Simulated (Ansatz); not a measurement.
Take Re in the hcp (Mg type) structure (space group P6_3/mmc, No. 194; a = 2.7764 Å, c = 4.4809 Å; relaxed with 0.1 eV smearing) as the base. Axes: x lies along a and z along c of the hexagonal cell.

Calculations: PBE (Ansatz, a program for electronic structure, PAW, no spin-orbit coupling).

Modification: uniaxial strain ε_zz = +1.50 %, all other strain components held at zero; the atoms relax in the strained cell.

Question: Predict the stress tensor and what it implies for the stiffness.

Answer: Stress of the strained cell less that of the base (GPa, compression positive):
```
   -3.1     0.0     0.0
    0.0    -3.1     0.0
    0.0     0.0    -9.4
```

Then −Δσ_ii/ε with ε = 0.0150 gives secant stiffness values (nonlinear terms included at this strain): C33 ≈ 625 GPa, C13 ≈ 207 GPa and C23 ≈ 207 GPa.

As a check, the harmonic strain energy −½ V₀ Δσ:ε is 6.6 meV/atom; the computed energy rise is 6.7 meV/atom.

No phonon test of stability was made. The final runs are not spin-polarised.
